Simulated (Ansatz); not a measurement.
Consider the following.

```
CELL_PARAMETERS angstrom
      3.85358     0.00000     0.00000
      0.00000     5.50935     0.00000
      0.00000     0.00000     7.77119
ATOMIC_POSITIONS crystal
  Li 0.00000 0.00000 0.00000
  Na 0.50000 0.50000 0.75497
  Na 0.00000 0.00000 0.50000
  Na 0.50000 0.50000 0.24503
  Cl 0.00000 0.50000 0.00000
  Cl 0.50000 0.00000 0.76869
  Cl 0.00000 0.50000 0.50000
  Cl 0.50000 0.00000 0.23131
```

No spin polarisation.

The values are results of PBEsol, PAW, 420 eV (Ansatz, an electronic-structure program; no spin-orbit coupling), not measurements. k-mesh 9×6×5 (Γ-centred); smearing 0.05 eV (Fermi–Dirac).

Task: What is the computed band gap?

Result: 5.16 eV.

Task: What is the computed electron mass?

Result: 0.40 mₑ (at Γ).

Task: What is the computed gap character (in this cell's own zone, which can be folded)?

Result: Direct at Γ.

Task: What is the computed valence-band top at Γ (three highest levels, from the VBM)?

Result: 0.00, -0.01, -0.04 eV.

Each cell is one ordered arrangement of few atoms, which overstates ordering effects compared with a random alloy. Masses are band curvatures over ±0.01 Å⁻¹ around the edge. Stability against distortions was not tested. The cell was made from NaCl by this change: x(Li) = 0.25, 8 atoms, Pmmm.
